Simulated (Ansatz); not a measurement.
Cubic perovskite CsCdCl3 was calculated with PBEsol+SOC (PAW; Ansatz, a program for electronic structure).

Settings: plane-wave cutoff 520 eV, 8×8×8 k mesh, Fermi–Dirac smearing 0.01 eV, PAW data made under PBE.

Computed points:

```json
[
 {"V (Å³/atom)": "26.469", "E − E_lowest (meV/atom)": "12.71", "P (GPa)": "2.565"},
 {"V (Å³/atom)": "27.032", "E − E_lowest (meV/atom)": "5.41", "P (GPa)": "1.605"},
 {"V (Å³/atom)": "27.595", "E − E_lowest (meV/atom)": "1.30", "P (GPa)": "0.754"},
 {"V (Å³/atom)": "28.158", "E − E_lowest (meV/atom)": "0.00", "P (GPa)": "-0.001"},
 {"V (Å³/atom)": "28.721", "E − E_lowest (meV/atom)": "1.21", "P (GPa)": "-0.671"},
 {"V (Å³/atom)": "29.284", "E − E_lowest (meV/atom)": "4.63", "P (GPa)": "-1.265"},
 {"V (Å³/atom)": "29.847", "E − E_lowest (meV/atom)": "10.02", "P (GPa)": "-1.791"}
]
```

### Question
Estimate the bulk modulus from the pressures at 27.595 and 28.721 Å³/atom, and compare it with a fit to all energies.

### Answer
B = −V dP/dV. Between V = 27.595 and 28.721 Å³/atom, dP/dV = (-0.671 − (0.754))/(28.721 − 27.595) = -1.27 GPa per Å³/atom; at the midpoint 28.158 Å³/atom this gives B ≈ 35.6 GPa. The third-order Birch–Murnaghan fit gives V0 = 28.157 Å³/atom, B0 = 35.5 GPa, B′ = 5.0, which lies within 1 % of that estimate.

It cost around 15 core-minutes (rough) of CPU time.
